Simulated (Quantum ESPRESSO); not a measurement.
**Quick settings and what they miss: W (Im-3m, 1 atom in the cell)**

Self-consistent single point.

```
W
1.0
    1.57628     1.57628     1.57628
   -1.57628     1.57628     1.57628
   -1.57628    -1.57628     1.57628
W
1
Direct
  0.00000   0.00000   0.00000
```

Method of the run: PBE, PSlibrary PAW (PBE) pseudopotentials (plane waves; Quantum ESPRESSO 7.5).

Base settings: ecutwfc = 55 Ry; ecutrho = 495 Ry; occupations = smearing; smearing = gaussian; degauss = 0.0073499 Ry; potentials = {W: W.pbe-spn-kjpaw_psl.1.0.0.UPF}; K_POINTS = automatic 10 10 10 0 0 0; conv_thr = 1e-09 Ry.

Tight run (finer mesh or higher cutoff; not a proven limit): ecutwfc: 55 Ry → 77 Ry; ecutrho: 495 Ry → 693 Ry; conv_thr: 1e-09 Ry → 7.3e-11 Ry; K_POINTS: automatic 10 10 10 0 0 0 → automatic 14 14 14 0 0 0. It gave Fermi level (on the code's own zero) 23.03 eV; pressure 8.15 GPa.

Quick runs, as changes from the base:
- A: the base itself
- B: ecutwfc: 55 Ry → 33 Ry; ecutrho: 495 Ry → 231 Ry; pseudopotentials: {W: W.pbe-spn-kjpaw_psl.1.0.0.UPF} → {W: W.pz-spn-kjpaw_psl.1.0.0.UPF}; K_POINTS: automatic 10 10 10 0 0 0 → automatic 1 1 1 0 0 0 [LDA (PZ)]
- C: ecutwfc: 55 Ry → 38 Ry; ecutrho: 495 Ry → 342 Ry; smearing: gaussian → marzari-vanderbilt; degauss: 0.0073499 Ry → 0.0099958 Ry; conv_thr: 1e-09 Ry → 7.3e-06 Ry; K_POINTS: automatic 10 10 10 0 0 0 → automatic 4 4 4 0 0 0
- D: degauss: 0.0073499 Ry → 0.0147 Ry; K_POINTS: automatic 10 10 10 0 0 0 → automatic 4 4 4 0 0 0
- E: ecutwfc: 55 Ry → 28 Ry; ecutrho: 495 Ry → 252 Ry; K_POINTS: automatic 10 10 10 0 0 0 → automatic 2 2 2 0 0 0
- F: ecutwfc: 55 Ry → 33 Ry; ecutrho: 495 Ry → 297 Ry; K_POINTS: automatic 10 10 10 0 0 0 → automatic 3 3 3 1 1 1

Energies are extrapolated to zero smearing width, which holds to low order in the width alone (under cold and Methfessel-Paxton smearing the free energy itself is taken).

Dashes: energy of B, another energy zero; pressure of C, not trusted under this conv_thr with d or f elements.

† marks runs with another functional, U, potentials or spin treatment: their distance from the tight run is not a convergence error alone.

The count of work is k-points × plane waves × bands × iterations; it is no time. 

The starting cell comes from a database of computed structures (which also holds hypothetical and non-ambient phases and stackings), without a prior relaxation at this level. Its lattice was rescaled by a random factor within 2.5 % of one. Spin polarisation is off. In the base run, with a pressure of about 8 GPa the cell is away from its equilibrium volume at this level.

| run | energy less tight (meV/atom) | pressure less tight (GPa) | count of work / tight |
|---|---|---|---|
| A | 5.8 | -0.54 | 0.26 |
| B† | – | 112.54 | 0.0021 |
| C | 230.6 | – | 0.013 |
| D | 152.4 | -1.89 | 0.034 |
| E | 1076.2 | -5.13 | 0.0046 |
| F | 393.0 | 2.58 | 0.0084 |

Among the runs at the tight run's level, the energy misses run from 5.8 to 1076.2 meV/atom.
